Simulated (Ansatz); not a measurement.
**Tl: element substitutions**

The reference is Tl in the hcp (Mg type) structure (space group P6_3/mmc, No. 194).

```
Tl
1.0
    3.45212     0.00000     0.00000
   -1.72606     2.98963     0.00000
    0.00000     0.00000     5.52987
Tl
2
Direct
  0.33333   0.66667   0.75000
  0.66667   0.33333   0.25000
```

Each row replaces one element on all its sites; cell and atoms are relaxed.

Method: PBEsol, PAW, 420 eV (Ansatz, a program for electronic structure; scalar-relativistic without spin-orbit coupling).

| case | volume per atom | c/a ratio |
|---|---|---|
| base | 28.54 Å³ | 1.602 |
| Tl → Au | 17.03 Å³ | 1.678 |
| Tl → Lu | 27.49 Å³ | 1.552 |
| Tl → Sc | 23.65 Å³ | 1.552 |
| Tl → Sb | 26.08 Å³ | 1.566 |

Stability against distortions was not tested. All final runs are without spin polarisation. This is not the structure that Au has at room temperature and ambient pressure. This is not the structure that Sb has at room temperature and ambient pressure.
